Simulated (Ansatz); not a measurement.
The reference is CsPbBr₃ in the cubic perovskite structure (space group Pm-3m, No. 221).

```xyz
5
Lattice="5.8721 0.0000 0.0000 0.0000 5.8721 0.0000 0.0000 0.0000 5.8721" Properties=species:S:1:pos:R:3 pbc="T T T"
Cs     0.0000     0.0000     0.0000
Pb     2.9360     2.9360     2.9360
Br     2.9360     0.0000     2.9360
Br     0.0000     2.9360     2.9360
Br     2.9360     2.9360     0.0000
```

Cartesian axes are those of the cell as printed.

The values are results of PBEsol (Ansatz, an electronic-structure program; PAW; 420 eV plane waves; scalar-relativistic without spin-orbit coupling), not measurements.

Strains are applied to the cell and any free atomic positions relax; under biaxial strain the out-of-plane vector relaxes too.

One change was made to it. Results:

The band gap falls by 0.01 eV, from 1.43 eV to 1.42 eV; the volume per atom grows by 0.12 Å³, from 40.50 Å³ to 40.62 Å³.

**Question.** What was done to the base?
A) biaxial strain +2.50 %, plane normal [111], relaxed out of plane
B) biaxial strain +1.00 %, plane normal [111], relaxed out of plane
C) biaxial strain +2.00 %, plane normal [111], relaxed out of plane
D) biaxial strain +1.50 %, plane normal [111], relaxed out of plane
E) biaxial strain +0.50 %, plane normal [111], relaxed out of plane

**Answer.** E, biaxial strain +0.50 %, plane normal [111], relaxed out of plane. For comparison, the volume per atom in the other runs: biaxial strain +1.50 %, plane normal [111], relaxed out of plane gives 40.85 Å³; biaxial strain +2.00 %, plane normal [111], relaxed out of plane gives 40.98 Å³; biaxial strain +1.00 %, plane normal [111], relaxed out of plane gives 40.73 Å³; biaxial strain +2.50 %, plane normal [111], relaxed out of plane gives 41.11 Å³.

With Pb present, leaving out spin-orbit coupling can change the band edges. Stability against distortions was not tested. Many cubic perovskites are stable only at high temperature; tilts and polar distortions were not tested. This is not the structure that CsPbBr3 has at room temperature and ambient pressure.
